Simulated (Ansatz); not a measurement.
Start from GaN in the zinc blende structure (space group F-43m, No. 216; a = 4.4981 Å).

Levels (all Ansatz, a quantum-chemistry and plane-wave program, PAW): PBEsol (420 eV, scalar-relativistic without spin-orbit coupling); HSE06 (420 eV, scalar-relativistic without spin-orbit coupling).

Its gap is 1.70 eV with PBEsol and 3.00 eV with HSE06.

Modification: Al replaces 66.7 % of the Ga, ordered in a cell of 6 atoms (starting symmetry P3m1) and fully relaxed.

With PBEsol the gap becomes 2.93 eV.

### Question
If the HSE06 correction stayed the same, what would the HSE06 gap be, and what does the HSE06 run give?

### Answer
A rigid correction of +1.30 eV gives 4.23 eV. The HSE06 run gives 4.24 eV, so the two effects roughly add.

Single points use the geometry relaxed with PBEsol. Each cell is one ordered arrangement of few atoms, which overstates ordering effects compared with a random alloy. Whether these cells are dynamically stable was not tested. This is not the structure that GaN has at room temperature and ambient pressure. This is not the structure that AlN has at room temperature and ambient pressure.
